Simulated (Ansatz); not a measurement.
Electronic density of states of amorphous In24O39La2, density 6.32 g/cm³, on a 2×2×2 Γ-centred mesh with a Gaussian width of 0.1 eV; energies count from the Fermi level, whose place inside the gap is arbitrary. Cell and mesh are small, so fine structure isn't converged. These are PBE, scalar-relativistic without spin-orbit coupling (plane waves to 420 eV, PAW; Ansatz, an electronic-structure program) values and carry that method's errors. Sampling: a 2×2×2 Γ-centred mesh; Fermi-Dirac width 0.02 eV; no spin polarisation. At PBE the levels at the filled edge of the gap are localised (band-tail or defect states).

Preparation: random packing, a CHGNet melt and quench, and a DFT relaxation. O atoms were pushed apart under 1.9 Å during the dynamics, to hinder bonds among them. The hot cell started wider than the set density and was brought back towards it in steps. It is the lowest in DFT energy of 2 quenches. It is a model cell: composition and starting density were chosen by hand, and all elements were melted together. No dispersion term was used. Its density started from a set value of 6.51 and ended at 6.32 g/cm³. The quench (nominally 280 K/ps over its main leg) was far faster than any real one, so the model tends to hold more defects than a real film. A cell of this size samples the disorder only roughly. Volume and shape were free in the relaxation.

(E - EF (eV), states/(eV atom)): (-12.00, 0.71); (-11.90, 0.61); (-11.80, 0.44); (-11.70, 0.28); (-11.60, 0.27); (-11.50, 0.18); (-11.40, 0.04); (-11.30, 0.00); (-11.20, 0.00); (-11.10, 0.00); (-11.00, 0.00); (-10.90, 0.00); (-10.80, 0.00); (-10.70, 0.00); (-10.60, 0.00); (-10.50, 0.00); (-10.40, 0.00); (-10.30, 0.00); (-10.20, 0.00); (-10.10, 0.00); (-10.00, 0.00); (-9.90, 0.00); (-9.80, 0.00); (-9.70, 0.00); (-9.60, 0.00); (-9.50, 0.00); (-9.40, 0.00); (-9.30, 0.00); (-9.20, 0.00); (-9.10, 0.00); (-9.00, 0.00); (-8.90, 0.00); (-8.80, 0.00); (-8.70, 0.00); (-8.60, 0.00); (-8.50, 0.00); (-8.40, 0.00); (-8.30, 0.00); (-8.20, 0.00); (-8.10, 0.00); (-8.00, 0.00); (-7.90, 0.00); (-7.80, 0.00); (-7.70, 0.00); (-7.60, 0.00); (-7.50, 0.00); (-7.40, 0.00); (-7.30, 0.00); (-7.20, 0.00); (-7.10, 0.00); (-7.00, 0.00); (-6.90, 0.00); (-6.80, 0.00); (-6.70, 0.00); (-6.60, 0.00); (-6.50, 0.00); (-6.40, 0.00); (-6.30, 0.00); (-6.20, 0.00); (-6.10, 0.00); (-6.00, 0.01); (-5.90, 0.11); (-5.80, 0.29); (-5.70, 0.48); (-5.60, 0.56); (-5.50, 0.49); (-5.40, 0.46); (-5.30, 0.43); (-5.20, 0.41); (-5.10, 0.41); (-5.00, 0.43); (-4.90, 0.45); (-4.80, 0.38); (-4.70, 0.39); (-4.60, 0.35); (-4.50, 0.28); (-4.40, 0.22); (-4.30, 0.18); (-4.20, 0.19); (-4.10, 0.26); (-4.00, 0.32); (-3.90, 0.44); (-3.80, 0.56); (-3.70, 0.61); (-3.60, 0.62); (-3.50, 0.63); (-3.40, 0.64); (-3.30, 0.65); (-3.20, 0.66); (-3.10, 0.65); (-3.00, 0.66); (-2.90, 0.68); (-2.80, 0.73); (-2.70, 0.73); (-2.60, 0.72); (-2.50, 0.69); (-2.40, 0.77); (-2.30, 0.83); (-2.20, 0.81); (-2.10, 0.84); (-2.00, 0.89); (-1.90, 0.89); (-1.80, 0.85); (-1.70, 0.92); (-1.60, 0.95); (-1.50, 1.02); (-1.40, 1.08); (-1.30, 1.06); (-1.20, 1.10); (-1.10, 1.17); (-1.00, 1.19); (-0.90, 1.09); (-0.80, 0.97); (-0.70, 0.91); (-0.60, 0.79); (-0.50, 0.55); (-0.40, 0.37); (-0.30, 0.17); (-0.20, 0.02); (-0.10, 0.00); (0.00, 0.00); (0.10, 0.00); (0.20, 0.01); (0.30, 0.02); (0.40, 0.01); (0.50, 0.00); (0.60, 0.00); (0.70, 0.00); (0.80, 0.00); (0.90, 0.00); (1.00, 0.00); (1.10, 0.00); (1.20, 0.01); (1.30, 0.03); (1.40, 0.06); (1.50, 0.05); (1.60, 0.04); (1.70, 0.03); (1.80, 0.03); (1.90, 0.06); (2.00, 0.06); (2.10, 0.06); (2.20, 0.08); (2.30, 0.11); (2.40, 0.10); (2.50, 0.06); (2.60, 0.05); (2.70, 0.04); (2.80, 0.04); (2.90, 0.07); (3.00, 0.11); (3.10, 0.15); (3.20, 0.17); (3.30, 0.19); (3.40, 0.22); (3.50, 0.22); (3.60, 0.19); (3.70, 0.17); (3.80, 0.21); (3.90, 0.28); (4.00, 0.30); (4.10, 0.36); (4.20, 0.59); (4.30, 0.85); (4.40, 0.87); (4.50, 0.68); (4.60, 0.56); (4.70, 0.74); (4.80, 0.86); (4.90, 0.82); (5.00, 0.68); (5.10, 0.43); (5.20, 0.35); (5.30, 0.31); (5.40, 0.29); (5.50, 0.35); (5.60, 0.42); (5.70, 0.40); (5.80, 0.33)

The level gap on this mesh is 0.64 eV; the broadening fills part of it in the curve.
